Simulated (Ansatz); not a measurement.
**Mg2Sn: response to strain**

The parent structure is Mg₂Sn (space group Fm-3m, No. 225; relaxed with 0.1 eV smearing).

```
Mg2Sn
1.0
    0.00000     3.37336     3.37336
    3.37336     0.00000     3.37336
    3.37336     3.37336     0.00000
Sn Mg
1 2
Cartesian
  0.00000   0.00000   0.00000
  1.68668   1.68668   1.68668
  5.06005   5.06005   5.06005
```

Cartesian axes are those of the cell as printed.

Strains are applied to the cell and any free atomic positions relax; under biaxial strain the out-of-plane vector relaxes too.

Computed with Kohn–Sham DFT with the PBEsol functional, run in Ansatz (an electronic-structure program) with PAW and 420 eV plane waves, no spin-orbit coupling, earlier PAW set.

Notes on the quantities. energy relative to the base: free energy F.

```tsv
variant	shortest interatomic distance	space group	energy relative to the base
base	2.921 Å	Fm-3m (No. 225)	0 meV/atom
biaxial strain −4.93 %, plane normal [001], relaxed out of plane	2.864 Å	I4/mmm (No. 139)	+36 meV/atom
biaxial strain −4.39 %, plane normal [111], relaxed out of plane	[?]	R-3m (No. 166)	[?]
isotropic strain −5.07 %	2.773 Å	Fm-3m (No. 225)	+95 meV/atom
uniaxial strain ε_zz = −0.72 %	2.914 Å	I4/mmm (No. 139)	+0.3 meV/atom
```

**Question.** Some entries are withheld; estimate them.

**Answer.** 
- biaxial strain −4.39 %, plane normal [111], relaxed out of plane, shortest interatomic distance: 2.834 Å
- biaxial strain −4.39 %, plane normal [111], relaxed out of plane, energy relative to the base: +33 meV/atom

Stability against distortions was not tested.
